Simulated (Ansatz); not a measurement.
ZnSe (Imm2), Ansatz (an electronic-structure program) with r2SCAN with spin-orbit coupling, rigid bands: Condition of this run: uniaxial stress along [110] of 2 GPa (compression positive) (the target of the relaxation). band gap 1.71 eV, N_c = 1.20e18 cm⁻³ and N_v = 1.04e19 cm⁻³ at 300 K, conductivity masses along z (a = (-0.03, 2.80, 2.87) Å; b = (2.80, -0.03, 2.87) Å; c = (2.77, 2.77, 0.00) Å) of 0.134 mₑ (electrons) and 0.716 mₑ (holes). Take k_BT = 0.02585 eV.

**Question.** What thermal injection velocity √(2k_BT/πm) limits a ballistic channel along the direction named?

**Answer.** 1.47e7 cm/s for electrons and 6.36e6 cm/s for holes, a ratio of √(m_h/m_e) = 2.31, for dilute carriers.

**Question.** A film of it is 5 nm thick, with its normal along the direction named. Estimate the confinement energies in an infinite well.

**Answer.** ħ²π²/(2m t²) = 0.376 eV·nm²/(m/mₑ × t²) gives 112 meV for electrons and 21.0 meV for holes, so the gap would widen to about 1.84 eV. Finite barriers and nonparabolic bands lower this, and with several valleys or bands the heaviest mass along the normal sets the lowest level, not this average.

**Question.** Find the intrinsic carrier density and the intrinsic Fermi level.

**Answer.** n_i = √(N_c N_v) exp(−E_g/2k_BT) = 3.53e18 × exp(−33.07) = 1.5e4 cm⁻³. The level lies (k_BT/2) ln(N_v/N_c) = 28 meV from mid-gap (positive towards the conduction band). Each 0.1 eV added to the gap lowers n_i by a factor of 6.9.

Rigid, parabolic bands with the computed gap; masses take one relaxation time for all states.
